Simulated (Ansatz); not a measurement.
**Band edges of zincblende BP (F-43m) under hydrostatic pressure**

Cell and atoms are relaxed with PBEsol to each stress (compression positive); bands and masses by PBE with spin-orbit coupling, rigid bands (plane waves, PAW; Ansatz, a quantum-chemistry and plane-wave program).

```xyz
2
Lattice="0.0000 2.2601 2.2601 2.2601 0.0000 2.2601 2.2601 2.2601 0.0000" Properties=species:S:1:pos:R:3 pbc="T T T"
B      0.0000     0.0000     0.0000
P      1.1300     1.1300     1.1300
```

| stress (GPa) | ln(V/V₀) (%) | gap (eV) | mean mₑ* |
|---|---|---|---|
| -12.00 | 8.29 | 1.323 | 0.33 |
| -8.00 | 5.21 | 1.283 | 0.33 |
| -4.00 | 2.47 | 1.244 | 0.33 |
| 0 | 0 | 1.209 | 0.33 |
| 4.00 | -2.26 | 1.177 | 0.34 |
| 8.00 | -4.35 | 1.144 | 0.34 |
| 16.00 | -8.11 | 1.086 | 0.34 |

 Masses are conductivity masses at 300 K in electron masses, harmonic means over x, y and z.

Task: Estimate the bulk modulus from the two loads next to zero.

Result: B ≈ −Δp/Δln V = 8.00 GPa/4.73 % = 169 GPa (PBEsol), a mean over this interval.

Task: How fast does the gap move on either side of zero load?

Result: Under tension, (1.283 − 1.209) eV over -8.00 GPa = -9 meV/GPa, or about 1.4 eV per unit ln V; under compression, (1.144 − 1.209) eV over 8.00 GPa = -8 meV/GPa, or about 1.5 eV per unit ln V. The two slopes part by 1 meV/GPa; gaps are resolved to about 0.01 eV, which allows 2 meV/GPa, so these rows don't tell them apart.

Masses are those of dilute carriers in rigid bands with one relaxation time, without polarons. Third decimals of gaps are kept for the arithmetic. Every relaxation keeps the zincblende phase (space group F-43m under this load), so a transition, a distortion that breaks the symmetry or fracture can't show.
